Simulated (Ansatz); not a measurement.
Candidates (primitive cells; geometry: cell and atoms relaxed with PBEsol):
A. MgO (Fm-3m), a = 2.980 Å, b = 2.980 Å, c = 2.980 Å, α = 60.00°, β = 60.00°, γ = 60.00°
B. GaP (F-43m), a = 3.846 Å, b = 3.846 Å, c = 3.846 Å, α = 60.00°, β = 60.00°, γ = 60.00°
C. SiS₂ (I-42d), a = b = c = 5.800 Å, α = β = 123.38°, γ = 84.23°
D. Si (Fd-3m), a = 3.842 Å, b = 3.842 Å, c = 3.842 Å, α = 60.00°, β = 60.00°, γ = 60.00°
E. SiC (F-43m), a = b = c = 3.0808 Å, α = β = γ = 60.00°

**Question.** Rank these by hole conductivity mass (lowest first), as PBEsol, rigid bands (Ansatz, an electronic-structure program) gives it.

**Answer.** D (0.32 mₑ), B (0.41 mₑ), E (0.68 mₑ), C (1.26 mₑ), A (2.3 mₑ)

Masses are for dilute carriers at 300 K, harmonic means over directions unless an axis is named. Spin-orbit coupling is left out.

Formula and space group known from diffraction (Crystallography Open Database), not checked to be the room-temperature form: SiS2 (I-42d).
